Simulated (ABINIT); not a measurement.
Equation of state of rock-salt CaS (space group 225): energy against volume (ABINIT, PBEsol)

```xyz
2
Lattice="0.0000 2.7624 2.7624 2.7624 0.0000 2.7624 2.7624 2.7624 0.0000" Properties=species:S:1:pos:R:3 pbc="T T T"
Ca     0.0000     0.0000     0.0000
S      2.7624     2.7624     2.7624
```

Computed with PBEsol, norm-conserving pseudopotentials (PseudoDojo nc-sr-04 PBEsol standard) (plane waves; ABINIT). Settings: pseudos = [Ca.upf, S.upf]; ecut = 88 Ry; occopt = 3; tsmear = 0.00036749 Ha; ngkpt = 10 10 10; nshiftk = 1; shiftk = 0 0 0; potentials = PseudoDojo nc-sr-04 PBEsol standard; nband = 13; kptopt = 1; nstep = 80; tolvrs = 1e-10. The cell above is the first row's. The rows scale it uniformly. In all rows fractional positions and the k mesh are held. E is the free energy at the stated smearing, counted from the lowest row.

| V (Å^3/atom) | E (meV/atom) |
|---|---|
| 21.079 | ? |
| 21.538 | 5.48 |
| 21.996 | 0.78 |
| 22.454 | 0.00 |
| 22.912 | 2.73 |
| 23.371 | 8.62 |
| 23.829 | 17.36 |
| 24.287 | 28.65 |
| 24.745 | 42.25 |

**Question.** Using the third-order Birch-Murnaghan form, a cubic in V^(-2/3), estimate the missing E at V = 21.079 from the other rows, showing the fit.

**Answer.** With u = V^(-2/3) - 0.123, the rows have u = 0.006180, 0.004381, 0.002643, 0.000963, -0.000666, -0.002238, -0.003761, -0.005237. Least squares gives E = 5.825 - 3803.6·u + 603876·u² + 403812·u³. Residuals (row less fit): 0.002, -0.006, 0.002, 0.007, -0.006, 0.002, -0.001, 0.002; standard error 0.006 (degrees of freedom: 4). Its minimum lies at u = 0.003139, so V0 = (0.126139)^(-3/2) = 22.32. There d²E/du² = 1215000 and d³E/du³ = 2423000, so B0 = (4/9) × 22.32^(-7/3) × 1215000 × 0.160218 = 61.7 GPa (the last factor turns the table's units into GPa), and B0' = 4 + (2/3) × 0.126139 × (2423000)/1215000 = 4.2. The program's pressures in the fitted runs (not shown) pass through zero at V = 22.32, 0.01 % from this V0. At the withheld row, u = 0.008049, so E = 5.825 - 3803.6 × 0.008049 + 603876 × 0.008049² + 403812 × 0.008049³ = 14.543 meV/atom. The calculation gives 14.51 meV/atom, 0.033 meV/atom below the prediction (0.1 % of the range of E in the table). The row lies outside the fitted rows, so this is an extrapolation. From the scatter of the fitted rows alone, a prediction at this place has a standard error of 0.018 meV/atom, so the miss is 1.9 times that.

Carrying the step between the two nearest rows on in a straight line would have given 10.19, off by 4.32; series whose last step already gives the withheld value aren't shown. The scan was laid around a cell of about the measured size, scaled by a guess for this functional. The runs keep the symmetry of the cell, so they don't test it for distortions. Cutoffs and mesh are single choices, not tested for convergence of this quantity. Series with a scatter that would blur these digits, or in which a gap closes, are not shown. Nor are scans whose minimum lies at an end fitted in this form.
